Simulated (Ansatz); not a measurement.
Start from KH in the NiAs type structure (space group P6_3/mmc, No. 194; a = 3.855 Å, c = 6.826 Å; a hypothetical phase, not in the database extracts checked). Axes: x lies along a and z along c of the hexagonal cell.

Level of theory: plane-wave PAW DFT at the PBEsol level (Ansatz, a program for electronic structure, 420 eV), no SOC.

Before the change:

| Property | Result |
|---|---|
| Smallest direct gap | 3.32 eV |

One thing is altered: compressive biaxial strain of 1.06 % in the plane normal to [001], as in epitaxy on a mismatched substrate; the out-of-plane cell vector and the atoms relax.

**Question.** Predict the new smallest direct gap.

**Answer.** The smallest direct gap decreases by 0.02 eV (3.32 eV → 3.30 eV).

**Question.** What does the calculation give for the out-of-plane strain after the change?

**Answer.** The out-of-plane strain is +0.11 %.

Stability against distortions was not tested.
